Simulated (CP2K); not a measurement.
# CP2K run on Mg14CdNi (P-6m2, 16 atoms in the cell): self-consistent single point

Computed with LDA (Pade form), GPW, DZVP-MOLOPT-SR-GTH basis, GTH-PADE potentials (GTH_POTENTIALS) (CP2K).

Input:

```
&GLOBAL
  PROJECT scf
  RUN_TYPE ENERGY_FORCE
  PRINT_LEVEL MEDIUM
&END GLOBAL
&FORCE_EVAL
  METHOD Quickstep
  STRESS_TENSOR ANALYTICAL
  &DFT
    BASIS_SET_FILE_NAME BASIS_MOLOPT
    POTENTIAL_FILE_NAME GTH_POTENTIALS
    &QS
      METHOD GPW
      EPS_DEFAULT 1E-10
    &END QS
    &MGRID
      CUTOFF 1000
      REL_CUTOFF 50
      NGRIDS 5
    &END MGRID
    &SCF
      SCF_GUESS ATOMIC
      EPS_SCF 1E-6
      MAX_SCF 100
      ADDED_MOS 27
      &DIAGONALIZATION
        ALGORITHM STANDARD
      &END DIAGONALIZATION
      &MIXING
        METHOD BROYDEN_MIXING
        ALPHA 0.3
        NBUFFER 12
        BETA 1
      &END MIXING
      &SMEAR ON
        METHOD FERMI_DIRAC
        ELECTRONIC_TEMPERATURE [K] 1160.45
      &END SMEAR
    &END SCF
    &KPOINTS
      SCHEME MONKHORST-PACK 6 6 3
      GAMMA_CENTERED T
    &END KPOINTS
    &XC
      &XC_FUNCTIONAL PADE
      &END XC_FUNCTIONAL
    &END XC
    &PRINT
      &MO
        EIGENVALUES T
        OCCUPATION_NUMBERS T
        NDIGITS 8
        FILENAME mo
        &EACH
          QS_SCF 0
        &END EACH
        ADD_LAST NUMERIC
      &END MO
      &MULLIKEN ON
      &END MULLIKEN
    &END PRINT
  &END DFT
  &SUBSYS
    &CELL
      A 6.29048000 0.00000000 0.00000000
      B -3.14524000 5.44771500 0.00000000
      C 0.00000000 0.00000000 9.87210000
      PERIODIC XYZ
    &END CELL
    &COORD
      Mg       4.70087570     2.71405161     0.00000000
      Mg       3.14524000     0.01961177     0.00000000
      Mg       1.58960430     2.71405161     0.00000000
      Mg      -1.57134618     2.72459294     4.93605000
      Mg      -0.00000000     5.44624412     4.93605000
      Mg       1.57134618     2.72459294     4.93605000
      Mg      -1.62939158     4.57253959     2.38391471
      Mg       1.62939158     4.57253959     7.48818529
      Mg       0.00000000     1.75035083     2.38391471
      Mg      -1.62939158     4.57253959     7.48818529
      Mg       1.62939158     4.57253959     2.38391471
      Mg       0.00000000     1.75035083     7.48818529
      Mg       3.14524315     1.81590318     2.48461013
      Mg       3.14524315     1.81590318     7.38748987
      Cd       0.00000000     0.00000000     4.93605000
      Ni       0.00000000     0.00000000     0.00000000
    &END COORD
    &KIND Mg
      BASIS_SET DZVP-MOLOPT-SR-GTH
      POTENTIAL GTH-PADE-q10
    &END KIND
    &KIND Cd
      BASIS_SET DZVP-MOLOPT-SR-GTH
      POTENTIAL GTH-PADE-q12
    &END KIND
    &KIND Ni
      BASIS_SET DZVP-MOLOPT-SR-GTH
      POTENTIAL GTH-PADE-q18
    &END KIND
  &END SUBSYS
  &PRINT
    &FORCES ON
    &END FORCES
    &STRESS_TENSOR ON
    &END STRESS_TENSOR
  &END PRINT
&END FORCE_EVAL
```

Output (repeated stretches shortened):

```
 GLOBAL| Method name                                                        CP2K
 GLOBAL| Project name                                                        scf
 GLOBAL| Run type                                                   ENERGY_FORCE

 CELL| Volume [angstrom^3]:                                           338.304450
 CELL| Vector a [angstrom]:       6.290     0.000     0.000   |a| =     6.290480
 CELL| Vector b [angstrom]:      -3.145     5.448     0.000   |b| =     6.290480
 CELL| Vector c [angstrom]:       0.000     0.000     9.872   |c| =     9.872100
 CELL| Angle (b,c), alpha [degree]:                                    90.000000
 CELL| Angle (a,c), beta  [degree]:                                    90.000000
 CELL| Angle (a,b), gamma [degree]:                                   120.000002
 CELL| Numerically orthorhombic:                                              NO
 CELL| Periodicity                                                           XYZ

 DFT| Spin restricted Kohn-Sham (RKS) calculation                            RKS
 DFT| Multiplicity                                                             1
 DFT| Number of spin states                                                    1
 DFT| Charge                                                                   0
 DFT| XC density smoothing                                                  NONE
 DFT| XC derivatives                                                          PW

 QS| Method:                                                                 GPW
 QS| Density plane wave grid type                        NON-SPHERICAL FULLSPACE
 QS| Number of grid levels:                                                    5
 QS| Density cutoff [a.u.]:                                                500.0
 QS| Multi grid cutoff [a.u.]: 1) grid level                               500.0
   [... lines left out ...]
 BRILLOUIN| Wavefunction type                                            COMPLEX
 BRILLOUIN| List of Kpoints [2 Pi/Bohr]                                       56
 BRILLOUIN| Number           Weight            X              Y              Z
 BRILLOUIN|     1           0.01852       -0.33333       -0.33333       -0.33333
 BRILLOUIN|     2           0.01852       -0.33333       -0.33333        0.00000
 BRILLOUIN|     3           0.01852       -0.33333       -0.33333        0.33333
   [... 53 lines left out ...]
 *******************************************************************************

 Extrapolation method: initial_guess

 Re-scaling the density matrix to get the right number of electrons
                  # Electrons              Trace(P)               Scaling factor
                          170               170.000                        1.000

 Number of electrons:                                                        170
 Number of occupied orbitals:                                                 85
 Number of molecular orbitals:                                               112

 Number of orbital functions:                                                177
 Number of independent orbital functions:                                    177
 SCF WAVEFUNCTION OPTIMIZATION

  Step     Update method      Time    Convergence         Total energy    Change
     1 NoMix/Diag. 0.30E+00      -     1.02384335     -1101.7538867213 -1.10E+03
     2 Broy./Diag. 0.30E+00      -     0.39152552     -1095.6477410840  6.11E+00
     3 Broy./Diag. 0.30E+00      -     0.31235486     -1106.5182074952 -1.09E+01
     4 Broy./Diag. 0.30E+00      -     0.34842461     -1098.2991477211  8.22E+00
     5 Broy./Diag. 0.30E+00      -     0.30361736     -1104.5671294866 -6.27E+00
     6 Broy./Diag. 0.30E+00      -     0.09934881     -1097.1236404811  7.44E+00
     7 Broy./Diag. 0.30E+00      -     0.01736738     -1099.2277344005 -2.10E+00
     8 Broy./Diag. 0.30E+00      -     0.00784056     -1099.4833608672 -2.56E-01
     9 Broy./Diag. 0.30E+00      -     0.00378289     -1099.5652116128 -8.19E-02
    10 Broy./Diag. 0.30E+00      -     0.00412975     -1099.5228592937  4.24E-02
    11 Broy./Diag. 0.30E+00      -     0.00015449     -1099.4245243445  9.83E-02
    12 Broy./Diag. 0.30E+00      -     0.00034457     -1099.4232715360  1.25E-03
    13 Broy./Diag. 0.30E+00      -     0.00030796     -1099.4159673186  7.30E-03
    14 Broy./Diag. 0.30E+00      -     0.00006326     -1099.4226792450 -6.71E-03
    15 Broy./Diag. 0.30E+00      -     0.00002190     -1099.4215568104  1.12E-03
    16 Broy./Diag. 0.30E+00      -     0.00000802     -1099.4219347004 -3.78E-04
    17 Broy./Diag. 0.30E+00      -     0.00000279     -1099.4218064717  1.28E-04
    18 Broy./Diag. 0.30E+00      -     0.00000097     -1099.4218542115 -4.77E-05
  *** SCF run converged in    18 steps ***

  Electronic density on regular grids:       -169.9999997363        0.0000002637
  Core density on regular grids:              169.9999999970       -0.0000000030
  Total charge density on r-space grids:        0.0000002608
  Total charge density g-space grids:           0.0000002608

  Overlap energy of the core charge distribution:               0.00000000000000
  Self energy of the core charge distribution:              -2207.16344460894834
  Core Hamiltonian energy:                                    664.70661595872491
  Hartree energy:                                             583.20686001444858
  Exchange-correlation energy:                               -140.16504882187436
  Electronic entropic energy:                                  -0.00683675596797
  Fermi energy:                                                 0.20420701472545

  Total energy:                                             -1099.42185421145859
  Total energy (extrapolated to T->0):                      -1099.41843583347463

                     Mulliken Population Analysis

 #  Atom  Element  Kind  Atomic population                           Net charge
       1     Mg       1          9.925121                              0.074879
       2     Mg       1          9.925120                              0.074880
       3     Mg       1          9.925120                              0.074880
       4     Mg       1          9.921249                              0.078751
       5     Mg       1          9.921259                              0.078741
       6     Mg       1          9.921249                              0.078751
       7     Mg       1          9.891584                              0.108416
       8     Mg       1          9.891586                              0.108414
       9     Mg       1          9.891584                              0.108416
      10     Mg       1          9.891586                              0.108414
      11     Mg       1          9.891585                              0.108415
      12     Mg       1          9.891583                              0.108417
   [... lines left out ...]
 FORCES|      7 -1.81769837E-03  1.04948974E-03 -3.49202661E-03   4.07427367E-03
 FORCES|      8  1.81795514E-03  1.04938861E-03  3.49202906E-03   4.07436428E-03
 FORCES|      9  1.83356506E-07 -2.09903090E-03 -3.49204344E-03   4.07434635E-03
 FORCES|     10 -1.81770185E-03  1.04945918E-03  3.49203609E-03   4.07427547E-03
 FORCES|     11  1.81793536E-03  1.04943450E-03 -3.49202468E-03   4.07436353E-03
 FORCES|     12  1.82651853E-07 -2.09901545E-03  3.49202663E-03   4.07432398E-03
 FORCES|     13 -1.28963161E-06  8.30560646E-07 -3.70858552E-03   3.70858584E-03
 FORCES|     14 -1.29220268E-06  8.16415384E-07  3.70858599E-03   3.70858630E-03
 FORCES|     15  1.03384521E-08 -1.27012322E-08 -5.85426425E-08   6.07901791E-08
 FORCES|     16 -4.19788124E-08  7.50984591E-08 -2.04902719E-09   8.60592689E-08
 FORCES| Sum    -1.51011930E-06  8.68663883E-07  6.56730694E-11
 FORCES| Total atomic force                                       1.74213583E-06

 STRESS| Analytical stress tensor [bar]
 STRESS|                        x                   y                   z
 STRESS|      x       -1.68532730661E+04   3.72889050975E-01   6.49385759473E-03
 STRESS|      y        3.72889050975E-01  -1.68530191663E+04  -2.14599382421E-02
 STRESS|      z        6.49385759473E-03  -2.14599382421E-02  -5.06438533266E+03
 STRESS| 1/3 Trace                                            -1.29235591883E+04
```

The run converged in 18 iterations.

The starting cell comes from a database of computed structures (which also holds hypothetical and non-ambient phases and stackings), without a prior relaxation at this level. Spin polarisation is off. Values carry the incompleteness of an atom-centred basis.

Cost on one core of a shared machine: roughly 70 s.
